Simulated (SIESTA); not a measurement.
Band structure of InP (F-43m, 2 atoms in the cell).

```
InP
1.0
    0.00000     3.01072     3.01072
    3.01072     0.00000     3.01072
    3.01072     3.01072     0.00000
In P
1 1
Direct
  0.00000   0.00000   0.00000
  0.25000   0.25000   0.25000
```

Level of theory: GGA PBE, numerical atomic orbitals DZP, PseudoDojo PBE standard norm-conserving potentials (rewritten from UPF to PSML) (SIESTA).

Settings: XC.functional = GGA; XC.authors = PBE; potentials = PseudoDojo PBE standard; PAO.BasisSize = DZP; PAO.EnergyShift = 0.01 Ry; MeshCutoff = 300 Ry; kgrid.MonkhorstPack = 5 5 5; OccupationFunction = FD; ElectronicTemperature = 0.01 eV; MaxSCFIterations = 150; SCF.Mixer.Method = Pulay; SCF.Mixer.Weight = 0.25; SCF.Mixer.History = 8; SCF.DM.Tolerance = 1.0E-04.

The starting cell comes from a database of computed structures (which also holds hypothetical and non-ambient phases and stackings), without a prior relaxation at this level. Its lattice was rescaled by a random factor within 2.5 % of one. Values carry the incompleteness of an atom-centred basis.

### Question
Predict the gap along the standard path and the places of the band edges.

### Answer
The gap along the path is 0.40 eV, direct at Γ to within 0.01 eV.

Levels in eV from the top of the valence band on the path, bands 6 to 10:
| point | 6 | 7 | 8 | 9 | 10 |
|---|---|---|---|---|---|
| Γ | -10.99 | 0.00 | 0.00 | 0.00 | 0.40 |
| X | -8.99 | -5.49 | -2.09 | -2.09 | 1.85 |
| W | -8.94 | -5.36 | -2.67 | -2.61 | 4.09 |
| K | -9.01 | -5.36 | -2.98 | -1.75 | 2.36 |
| L | -9.55 | -5.40 | -0.87 | -0.87 | 1.34 |
| U | -9.01 | -5.36 | -2.98 | -1.75 | 2.36 |

Higher empty bands are left out: an atom-centred basis made for the valence describes them poorly.
